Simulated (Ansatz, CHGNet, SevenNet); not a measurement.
## HfSi (model structure, started from the NbAs type, I4₁md, No. 109, 4 atoms in the cell): properties by level of theory

```tsv
level (code)	equilibrium lattice constant a (Å)	c axis length (Å)
CHGNet 0.3.0	3.623	11.980
SevenNet-0	3.609	11.860
LDA (Ansatz)	…	…
```

**Question.** Fill in the missing entries.

**Answer.** 
- LDA (Ansatz, an electronic-structure program), equilibrium lattice constant a (Å): 3.318
- LDA (Ansatz), c axis length (Å): 13.549

Caveats: the cell has another shape than the first-principles one, perhaps another minimum in the same group (CHGNet 0.3.0, SevenNet-0). Ansatz's density-functional and Hartree–Fock values are scalar-relativistic unless marked +SOC, with PAW data made under PBE.

Computed values are for the static lattice.

A model structure was made by putting elements into a prototype or built by hand; it is no filed structure, need not be a known phase, and can be a saddle point held by its symmetry.
